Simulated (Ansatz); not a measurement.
Response to strain in Ta

Start from Ta in the bcc (W type) structure (space group Im-3m, No. 229; a = 3.2823 Å; relaxed with 0.1 eV smearing).

Strains are applied to the cell and any free atomic positions relax.

The values are results of PBEsol in Ansatz (plane waves to 420 eV, PAW, no SOC), not measurements.

| isotropic strain (%) | pressure (GPa) |
|---|---|
| -2.5 | 18.1 |
| -1.5 | 10.2 |
| -0.5 | 3.2 |
| 0 | 0.0 |
| 1 | -5.8 |
| 1.5 | ? |
| 2 | -11.0 |
| 2.5 | -13.3 |
| 3 | -15.5 |

Problem. Fit P = P₀ − Bδ + Cδ² with δ = (1 + ε)³ − 1 to the rows shown and predict the withheld row.

Solution. Least squares on the printed values gives P₀ = 0.0 GPa, B = 211 GPa, C = 479 GPa (largest residual 0.1 GPa); this predicts -8.6 GPa, and the run gives -8.5 GPa, in agreement.

Whether these cells are dynamically stable was not tested. All final runs are without spin polarisation.

Ansatz is a first-principles code.
